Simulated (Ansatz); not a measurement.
CsCl-type AuZn (cubic form, which distorts at low temperature) was calculated with LDA in Ansatz (plane waves, PAW).

Run with plane-wave cutoff 520 eV, 12×12×12 k mesh, Fermi–Dirac smearing 0.1 eV, perturbation theory, scalar-relativistic PAW data made under PBE.

The cell has the measured lattice parameters. Conventional cell: a = 3.1470 Å, b = 3.1470 Å, c = 3.1470 Å, α = 90.00°, β = 90.00°, γ = 90.00°.

AuZn is modelled in the cubic space group Pm-3m (No. 221), the CsCl type structure, Pearson symbol cP2. Cell: a = b = c = 3.147 Å, α = β = γ = 90.00°. Zn on 1b sees 8 Au at 2.725 Å and 6 Zn at 3.147 Å. Au on 1a is surrounded by 8 Zn at 2.725 Å and 6 Au at 3.147 Å. (Neighbours: up to the widest gap in distance over summed covalent radii, below 1.35, at either atom.)

Harmonic phonon frequencies (cm⁻¹; i marks an imaginary mode):

```tsv
q point	frequencies
Γ	0 0 0 125 125 125
X	[?]
M	9 9 54 112 158 158
R	72 72 72 132 132 132
```

**Question.** Fill in the missing entries.

**Answer.** 
- X, frequencies: 46 46 90 111 111 149

No imaginary mode appears at these points.

Note: symmetry holds this phase in the static calculation, where it need not be a minimum; the cell isn't this level's own, so it is under some stress, which shifts stiffness and frequencies.

Ansatz is an electronic-structure program.
